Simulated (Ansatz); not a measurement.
What each level gives and costs: BaCaHfSnO₆ (F-43m, 10 atoms in the cell)

Cell: a = 5.8225 Å, b = 5.8225 Å, c = 5.8225 Å, α = 60.00°, β = 60.00°, γ = 60.00°.

Program: Ansatz (a first-principles code), default PAW files made with PBE; each row names its functional.

Base settings: basis.ecutwfc = 420 eV; kpoints.mp_grid.grid = 3 3 3; hamiltonian.xc = pbe0; hamiltonian.pseudopotentials = {kind: paw} (the program's default PAW files); scf.occupations.method = fixed.

Differences are taken from PBE0, a reference of convenience: it is no measurement, and no ranking of the functionals follows.

Core times come from one kind of shared machine and are given to one figure; runs under 30 s give none.

The starting cell comes from a database of computed structures (which also holds hypothetical and non-ambient phases and stackings), without a prior relaxation at this level. Its lattice was rescaled by a random factor within 2.5 % of one. Spin-orbit coupling is off. Ansatz's pressure includes its estimate of the finite-basis (Pulay) stress.

```csv
level,gap on the mesh less reference (eV),pressure less reference (GPa),largest difference in the force on any atom (eV/Å),core time / reference (rough)
PBEsol,-2.458,-0.57,0.258,–
HSE06,-0.738,0.02,0.009,1.0
PBE0,0.000,0.00,0.000,1
```

Keys are those of Ansatz 0.2.
